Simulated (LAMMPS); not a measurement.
Pressure dependence of SiC (zinc blende) at 3770 K, from the melt.

Level of theory: classical MD, pair style meam, file SiC.meam, run in LAMMPS.

| P (GPa) | state | volume | coordination number of C by Si | self-diffusion coefficient of C (not corrected for cell size) | viscosity |
|---|---|---|---|---|---|
| 0 | liquid | 12.91 ± 0.01 Å³/atom | 3.86 (counted to 2.70 Å) | (4.2 ± 0.2) × 10^-5 cm²/s | 6.6 ± 0.7 mPa s |
| 2 | liquid | 12.47 ± 0.02 Å³/atom | 3.91 (counted to 2.66 Å) | (3.8 ± 0.1) × 10^-5 cm²/s | - |
| 5 | liquid | 11.88 ± 0.01 Å³/atom | 4.16 (counted to 2.70 Å) | (3.5 ± 0.4) × 10^-5 cm²/s | 8.7 ± 0.4 mPa s |

Caution: at ambient pressure real SiC sublimes or decomposes before or as it melts, so this liquid is the model's.

Caution (rows 2; 5): a run this short can hold a crystal over, or a liquid under, the potential's own melting point, which these runs don't give.

Estimate the isothermal bulk modulus at zero pressure. A parabola P(ln V) through the three points gives −dP/d ln V = 57 GPa at zero pressure.

States go by the mean squared displacement: a species diffuses where it passes 1.5 Å², still rises and gives D over 1e-6 cm²/s; a crystal has left its structure where atoms lie 0.35 Å off their sites on average or a cubic box changes its shape by 3 %, or the axial ratios of another lie 8 % off the starting cell's, which the potential's own relaxation can also do.

Errors of D are the spread over four groups of atoms in one short run; a floor of about 5 %, a picked value, is safer.

Errors shown are sampling errors alone.
